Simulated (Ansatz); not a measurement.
The reference is HfS$_{2}$ in the CdI2 type structure (space group P-3m1, No. 164; layered, stacked along the Cartesian z axis).

```
CELL_PARAMETERS angstrom
      3.60570     0.00000     0.00000
     -1.80285     3.12263     0.00000
      0.00000     0.00000     5.76763
ATOMIC_POSITIONS crystal
  Hf 0.00000 0.00000 0.00000
  S  0.33333 0.66667 0.25252
  S  0.66667 0.33333 0.74748
```

Computed with DFT with PBE-D3(BJ), PAW potentials and a 420 eV plane-wave cutoff in Ansatz (a first-principles code), no SOC.

For the base:

| Quantity | Value |
|---|---|
| Width of the top valence band | 2.10 eV |

It is then changed as follows: a hydrostatic pressure of 1.5 GPa.

Question: Predict the new width of the top valence band and mean gap deformation potential ΔEg/Δln V.

Answer: The width of the top valence band grows by 0.19 eV (2.10 eV → 2.29 eV); the mean gap deformation potential ΔEg/Δln V amounts to +5.3 eV.

With Hf present, leaving out spin-orbit coupling can change the band edges. Load acts through the strain it causes; cell and atoms are relaxed under it. Whether these cells are dynamically stable was not tested.
